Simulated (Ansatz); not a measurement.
Formation energy of the bound charge states of H on the O site in corundum (start: the O site; 120-site cell, 2×2×2 Γ-centred sampling) against the Fermi level, Al-rich (Δμ(O) = -4.96 eV, Δμ(H) = -0.003 eV, bounded by AlH3 (R-3c); only phases computed here count, gases as isolated molecules at 0 K). All values below come from PBE, PAW (plane waves to 420 eV; Ansatz, a program for electronic structure).

Set-up: 120-site cell; 2×2×2 Γ-centred k-points; host gap 5.85 eV; charged states image-corrected; energies good to tenths of an eV; flagged in the runs: a host whose relaxation on this sampling wasn't shown to rest.

| E_F − E_VBM (eV) | q = +1 | q = 0 | q = −1 |
|---|---|---|---|
| 0.00 | -2.65 | 2.93 | 8.58 |
| 0.73 | -1.92 | 2.93 | 7.85 |
| 1.46 | -1.19 | 2.93 | 7.11 |
| 2.19 | -0.45 | 2.93 | 6.38 |
| 2.92 | 0.28 | 2.93 | 5.65 |
| 3.66 | 1.01 | 2.93 | 4.92 |
| 4.39 | 1.74 | 2.93 | 4.19 |
| 5.12 | 2.47 | 2.93 | 3.46 |
| 5.85 | 3.20 | 2.93 | 2.73 |

Crossings of the lowest lines: (+1/0) at 5.58 eV; (0/−1) at 5.65 eV.
